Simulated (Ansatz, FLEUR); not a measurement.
An Ansatz (a first-principles code) input for a self-consistent single point of Si2W (I4/mmm, 3 atoms in the cell) (DFT, PBE, plane waves, default PAW files):

Ansatz 0.2 input:
```yaml
# Si2W
crystal:
  lattice:
    - [-1.54150800, 1.54150800, 3.74119700]
    - [1.54150800, -1.54150800, 3.74119700]
    - [1.54150800, 1.54150800, -3.74119700]
  atoms:
    - { symbol: Si, position: [0.33499000, 0.33499000, 0.00000000] }
    - { symbol: Si, position: [0.66501000, 0.66501000, 0.00000000] }
    - { symbol: W, position: [0.00000000, 0.00000000, 0.00000000] }
basis:
  ecutwfc: 420.0
kpoints:
  mp_grid: { grid: [15, 15, 15] }
hamiltonian:
  xc: pbe
  pseudopotentials: { kind: paw }
scf:
  occupations: { method: fermi_dirac, width: 0.05 }
output:
  forces: true
  eigenvalues: true
  stress: true
```

### Question
Give the FLEUR input for the same structure, mesh, smearing and functional.

### Answer
One input that does it (others would too):

Input of the input generator:

```
Si2W
&input film=f /
-1.5415080000 1.5415080000 3.7411970000
1.5415080000 -1.5415080000 3.7411970000
1.5415080000 1.5415080000 -3.7411970000
1.8897261246
1.0 1.0 1.0

3
14 0.3349900000 0.3349900000 0.0000000000
14 0.6650100000 0.6650100000 0.0000000000
74 0.0000000000 0.0000000000 0.0000000000

&comp jspins=1 /
&kpt div1=15 div2=15 div3=15 /
&end /
```

```xml
<?xml version="1.0" encoding="UTF-8" standalone="no"?>
<fleurInput fleurInputVersion="0.39">
   <comment>
      Si2W                                                                                                
   </comment>
   <calculationSetup>
      <cutoffs Kmax="3.5" Gmax="10.5" GmaxXC="10.5" numbands="0"/>
      <scfLoop itmax="60" minDistance="0.00001" maxIterBroyd="25" imix="Anderson" alpha="0.05" precondParam="0.0" spinf="2.0"/>
      <coreElectrons ctail="T" frcor="F" kcrel="0" coretail_lmax="0"/>
      <xcFunctional name="pbe" relativisticCorrections="F"/>
      <magnetism jspins="1"/>
      <soc l_soc="F" theta="0.0" phi="0.0" spav="F"/>
      <expertModes spex="0" secvar="F"/>
      <geometryOptimization l_f="T" forcealpha="1.0" forcemix="BFGS" epsdisp="0.00001" epsforce="0.00001"/>
      <ldaU l_linMix="F" mixParam="0.05" spinf="1.0"/>
   </calculationSetup>
   <cell>
      <bzIntegration valenceElectrons="22.0" mode="hist" fermiSmearingEnergy="0.00183747">
         <kPointListSelection listName="default-1"/>
         <!-- k-points included here -->
         <xi:include xmlns:xi="http://www.w3.org/2001/XInclude" href="kpts.xml"> </xi:include>
      </bzIntegration>
      <!-- symmetry operations included here -->
      <xi:include xmlns:xi="http://www.w3.org/2001/XInclude" href="sym.xml"> </xi:include>
      <bulkLattice scale="1.0">
         <bravaisMatrix>
            <row-1>   -2.9130279388798970     2.9130279388798970     7.0698377081751458</row-1>
            <row-2>    2.9130279388798970    -2.9130279388798970     7.0698377081751458</row-2>
            <row-3>    2.9130279388798970     2.9130279388798970    -7.0698377081751458</row-3>
         </bravaisMatrix>
      </bulkLattice>
   </cell>
   <atomSpecies>
      <species name="Silicon (Si)" element="Si" atomicNumber="14">
         <mtSphere radius="2.22" gridPoints="767" logIncrement="0.015"/>
         <atomicCutoffs lmax="8" lnonsphr="6"/>
         <electronConfig flipSpins="F">
            <coreConfig>(1s1/2) (2s1/2) (2p1/2) (2p3/2)</coreConfig>
            <valenceConfig>(3s1/2) (3p1/2) (3p3/2)</valenceConfig>
            <stateOccupation state="(3p1/2)" spinUp="0.3333333333333" spinDown="0.3333333333333"/>
            <stateOccupation state="(3p3/2)" spinUp="0.6666666666667" spinDown="0.6666666666667"/>
         </electronConfig>
         <energyParameters s="3" p="3" d="3" f="4"/>
      </species>
      <species name="Tungsten (W)" element="W" atomicNumber="74">
         <mtSphere radius="2.29" gridPoints="791" logIncrement="0.017"/>
         <atomicCutoffs lmax="8" lnonsphr="6"/>
         <electronConfig flipSpins="F">
            <coreConfig>(1s1/2) (2s1/2) (2p1/2) (2p3/2) (3s1/2) (3p1/2) (3p3/2) (4s1/2) (3d3/2) (3d5/2) (4p1/2) (4p3/2) (4d3/2) (4d5/2) (4f5/2) (4f7/2)</coreConfig>
            <valenceConfig>(5s1/2) (5p1/2) (5p3/2) (6s1/2) (5d3/2) (5d5/2)</valenceConfig>
            <stateOccupation state="(5d3/2)" spinUp="0.8" spinDown="0.8"/>
            <stateOccupation state="(5d5/2)" spinUp="1.2" spinDown="1.2"/>
         </electronConfig>
         <energyParameters s="6" p="6" d="5" f="5"/>
         <lo type="SCLO" l="0" n="5" eDeriv="0"/>
         <lo type="SCLO" l="1" n="5" eDeriv="0"/>
      </species>
   </atomSpecies>
   <atomGroups>
      <atomGroup species="Silicon (Si)">
         <relPos label="                   1">.3349900000 .3349900000 .0000000000</relPos>
         <relPos label="                   2">-.3349900000 -.3349900000 .0000000000</relPos>
         <force calculate="T" relaxXYZ="TTT"/>
      </atomGroup>
      <atomGroup species="Tungsten (W)">
         <relPos label="                   3">.0000000000 .0000000000 .0000000000</relPos>
         <force calculate="T" relaxXYZ="TTT"/>
      </atomGroup>
   </atomGroups>
   <output dos="F" band="F" slice="F">
      <checks vchk="F" cdinf="F"/>
      <bandDOS minEnergy="-.5*Htr" maxEnergy="0.5*Htr" sigma="0.015" storeEVData="T"/>
      <vacuumDOS vacdos="F" integ="F" star="F" nstars="0" locx1="0.0" locy1="0.0" locx2="0.0" locy2="0.0" nstm="0" tworkf="0.0"/>
      <unfoldingBand unfoldBand="F" supercellX="1" supercellY="1" supercellZ="1"/>
      <plotting iplot="0" polar="F">
         <plot TwoD="T" vec1="  1.0  0.0  0.0" vec2="  0.0  1.0  0.0" vec3="  0.0  0.0  1.0" zero="  0.0  0.0  0.0" file="plot"/>
      </plotting>
      <chargeDensitySlicing numkpt="0" minEigenval="0.0" maxEigenval="0.0" nnne="0" pallst="F"/>
      <specialOutput eonly="F"/>
      <magneticCircularDichroism mcd="F" energyLo="-10.0" energyUp="0.0"/>
   </output>
  <!-- We include the file relax.xml here to enable relaxations (see documentation) -->
  <xi:include xmlns:xi="http://www.w3.org/2001/XInclude" href="relax.xml"> <xi:fallback/> </xi:include>
</fleurInput>
```

Basis, cutoffs, solver keys and any potentials are the target program's own. This input uses DFT, PBE, all-electron FLAPW (FLEUR), scalar-relativistic valence.

The starting cell comes from a database of computed structures (which also holds hypothetical and non-ambient phases and stackings), without a prior relaxation at this level. Its lattice was rescaled by a random factor within 2.5 % of one. For this run, on top of that: lattice scaled by 0.98.
